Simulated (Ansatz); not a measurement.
Take CuAu (space group P4/mmm, No. 123; a = 2.8129 Å, c = 3.5930 Å; relaxed with 0.1 eV smearing) as the base. Axes: x, y, z lie along a, b, c of the conventional cell.

All numbers come from Ansatz (an electronic-structure program) PBEsol, no spin-orbit coupling.

Strains are applied to the cell and any free atomic positions relax.

One change was made to it. Results:

```tsv
quantity	base	after
energy relative to the base (free energy F)	0 meV/atom	+0.8 meV/atom
pressure (mean of the normal stresses, compression positive)	0.0 GPa	-1.6 GPa
```

Question: Which of these changes matches the shifts?
A) uniaxial strain ε_zz = +1.00 %
B) uniaxial strain ε_zz = −0.50 %
C) uniaxial strain ε_zz = −1.50 %
D) uniaxial strain ε_zz = +2.00 %

Answer: A, uniaxial strain ε_zz = +1.00 %. For comparison, the pressure in the other runs: uniaxial strain ε_zz = +2.00 % gives -3.2 GPa; uniaxial strain ε_zz = −0.50 % gives 0.9 GPa; uniaxial strain ε_zz = −1.50 % gives 2.6 GPa.

Stability against distortions was not tested. All final runs are without spin polarisation.
